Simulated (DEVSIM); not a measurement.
System: isotype n-n heterojunction Al0.35Ga0.65N/GaN, at 300 K.

Layer 1 from the left is Al0.35Ga0.65N, thickness (μm) 0.180, Nd (cm⁻³) 9.6e17, τn (s) 8.2e-10, τp (s) 8.2e-10. Layer 2 from the left is GaN, thickness (μm) 0.610, Nd (cm⁻³) 1.2e16, τn (s) 8.2e-10, τp (s) 8.2e-9.

Left contact: ohmic. Right contact: ohmic. Voltage is applied to the left contact. Recombination: SRH at mid-gap, Auger. Mobility is μmin + (μ − μmin)/(1 + (N/Nref)^α).

This is a model device: material constants are rounded textbook-type values typed into the input, and sizes, dopings and lifetimes were drawn at random. Values at 300 K.

Al0.35Ga0.65N: gap (eV) 4.137, affinity (eV) 3.605, permittivity 9.29, Nc (cm⁻³) 2.3e18, Nv (cm⁻³) 4.6e19, μn (cm²/Vs) 381, μp (cm²/Vs) 30, μn,min 55, μp,min 3, Nref,n 2e17, Nref,p 3e17, αn 1, αp 2, Cn (cm⁶/s) 1e-30, Cp (cm⁶/s) 1e-30. GaN: gap (eV) 3.43, affinity (eV) 4.1, permittivity 9.5, Nc (cm⁻³) 2.3e18, Nv (cm⁻³) 4.6e19, μn (cm²/Vs) 1200, μp (cm²/Vs) 100, μn,min 55, μp,min 3, Nref,n 2e17, Nref,p 3e17, αn 1, αp 2, Cn (cm⁶/s) 1e-30, Cp (cm⁶/s) 1e-30.

Simulated with DEVSIM: 1D drift-diffusion, Boltzmann statistics, complete ionisation; no tunnelling, impact ionisation, image-force lowering or self-heating. Band offsets follow the typed affinities; no thermionic-emission limit at abrupt steps, no polarisation charge.

What does the simulation give for the dark forward voltage at 1 A/cm², the potential step across the device at zero bias?

dark forward voltage at 1 A/cm² 0.205 V; potential step across the device at zero bias 0.608 V.
